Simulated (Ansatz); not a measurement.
Given:

```
CELL_PARAMETERS angstrom
      0.00000     3.11202     3.11202
      3.11202     0.00000     3.11202
      3.11202     3.11202     0.00000
ATOMIC_POSITIONS crystal
  Te 0.00000 0.00000 0.00000
  Sn 0.50000 0.50000 0.50000
```

No spin polarisation.

All numbers come from PBE in Ansatz (plane waves to 420 eV, PAW, spin-orbit coupling left out), earlier PAW set. k-mesh 13×13×13 (Γ-centred); smearing 0.05 eV (Fermi–Dirac).

Problem. Predict the pressure and space group.

Solution. The pressure is 4.33 GPa. The space group is Fm-3m (No. 225).

The cells carry an imposed strain or load. Stability against distortions was not tested. The cell was made from SnTe in the rock salt structure (space group Fm-3m, No. 225) by this change: isotropic strain −2.89 %.

Ansatz is a program for electronic structure.
